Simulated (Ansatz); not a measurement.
Input and output of a self-consistent single point for LaMg (Pmm2, 4 atoms in the cell) (Ansatz, a program for electronic structure).

Computed with PBEsol, default PAW files made with PBE (plane waves; Ansatz).

```
LaMg
1.0
    5.63232     0.00000     0.00000
    0.00000     3.81286     0.00000
    0.00000     0.00000     5.80638
La Mg
2 2
Direct
  0.75000   0.00000   0.80171
  0.25000   0.00000   0.20690
  0.25000   0.50000   0.69324
  0.75000   0.50000   0.30676
```

Reference input (self-consistent single point, DFT, PBEsol, plane waves, default PAW files made with PBE): basis.ecutwfc = 420 eV; kpoints.mp_grid.grid = 6 9 6; hamiltonian.xc = pbesol; hamiltonian.pseudopotentials = {kind: paw} (the program's default PAW files); scf.occupations.method = fermi_dirac; scf.occupations.width = 0.1 eV. This run's input differs from it in these lines:

Ansatz 0.2 input:
```diff
@@ -14,3 +14,3 @@
   mp_grid:
-    grid: [6, 9, 6]
+    grid: [14, 20, 14]
 hamiltonian:
@@ -22,3 +22,3 @@
     method: fermi_dirac
-    width: 0.1 eV
+    width: 0.3 eV
 output:
```

Log, with long lists cut:

```
SCF iter   1: F=—  HF=-16147.620585 eV  |F-HF|=—  |Δ(HF+E_count)|=         —  Δρ=7.22e-3  dr2=8.55e-2  ethr=1.77e-3  ⟨swp⟩=9.8  Hψ=359392  notcnv=0  defer=1
all-band conjugate gradients solve this SCF's bands
automatic band count: the SCF goes on with 37 bands, as 29 were too few: the levels above may hold too much charge
automatic band count: the SCF goes on with 53 bands, as 37 were too few: the levels above may hold too much charge
preconditioner: auto → Kerker (q_TF=auto, 2.276 Å⁻¹)
   [... lines left out ...]
SCF iter   3: F=—  HF=-16147.598707 eV  |F-HF|=—  |Δ(HF+E_count)|=   7.70e-3  Δρ=5.87e-4  dr2=7.99e-4  ethr=7.37e-5  ⟨swp⟩=1.1  Hψ=37408  notcnv=0  defer=1
SCF iter   4: F=—  HF=-16147.598486 eV  |F-HF|=—  |Δ(HF+E_count)|=   2.21e-4  Δρ=9.68e-5  dr2=1.30e-5  ethr=1.90e-6  ⟨swp⟩=2.1  Hψ=52898  notcnv=0  defer=1
SCF iter   5: F=—  HF=-16147.598497 eV  |F-HF|=—  |Δ(HF+E_count)|=   1.07e-5  Δρ=2.28e-5  dr2=6.58e-7  ethr=3.10e-8  ⟨swp⟩=2.3  Hψ=49017  notcnv=0  defer=1
SCF iter   6: F=-16147.598497 eV  HF=-16147.598497 eV  |F-HF|=1.11e-8  |Δ(HF+E_count)|=   1.02e-7  Δρ=4.84e-6  dr2=2.61e-8  ethr=2.38e-10  ⟨swp⟩=8.3  Hψ=155247  notcnv=0
SCF 1 converged in 6 iterations: F = -16147.598497 eV  dr2 = 2.61e-8
Free energy (F): -16147.598497 eV
Internal energy: -16146.228871 eV  (E = F + TS)
E sigma→0 (E₀):  -16146.913684 eV
Entropy (-TS):   -1.369625 eV (-342.406 meV/atom)
Fermi energy:    8.363489 eV
--- Forces (eV/Å), atoms counted from 1 ---
  atom   1  La    -0.00000000     0.00000000    -0.17899678
  atom   2  La     0.00000000     0.00000000     0.04610864
  atom   3  Mg     0.00000000     0.00000000     0.07160695
  atom   4  Mg    -0.00000000     0.00000000     0.06128194
--- Stress (GPa, compression-positive) ---
       -0.648332      -0.000000      -0.000000
       -0.000000      -0.883311      -0.000000
       -0.000000      -0.000000      -0.739465
  P = ⅓ Tr σ = -0.7570 GPa (-7.570 kbar)
  The stress holds the Pulay correction. Without it, at fixed plane waves, as pw.x and ABINIT print it: P = -0.7593 GPa
```

The run converged in 6 iterations. Against the reference run the free energy goes down by 146 meV/atom, the pressure goes from -1.65 to -0.76 GPa and the largest force goes from 0.198 to 0.179 eV/Å.

The starting cell comes from a database of computed structures (which also holds hypothetical and non-ambient phases and stackings), without a prior relaxation at this level. Its lattice was rescaled by up to half a per cent. One atom was moved a little off its site on purpose. Ansatz's pressure includes its estimate of the finite-basis (Pulay) stress.

Cost on one core of a shared machine: roughly 5 min.
